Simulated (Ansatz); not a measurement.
Take PtSe₂ in the CdI2 type structure (space group P-3m1, No. 164; a = 3.772 Å, c = 4.821 Å; layered; relaxed with 0.1 eV smearing) as the base. Axes: x lies along a and z along c of the hexagonal cell.

Calculations: PBE-D3(BJ) in Ansatz (plane waves to 420 eV, PAW, without spin-orbit coupling).

The change: the cell is compressed by 1.50 % along z with no lateral relaxation; the atoms relax in the strained cell.

Question: Predict the stress tensor and what it implies for the stiffness.

Answer: Stress of the strained cell less that of the base (GPa, compression positive):
```
    0.7     0.0     0.0
    0.0     0.7     0.0
    0.0     0.0     1.0
```

Then −Δσ_ii/ε with ε = -0.0150 gives secant stiffness values (nonlinear terms included at this strain): C33 ≈ 69 GPa, C13 ≈ 46 GPa and C23 ≈ 46 GPa.

Whether these cells are dynamically stable was not tested. The final runs are not spin-polarised.

Ansatz is an electronic-structure program.
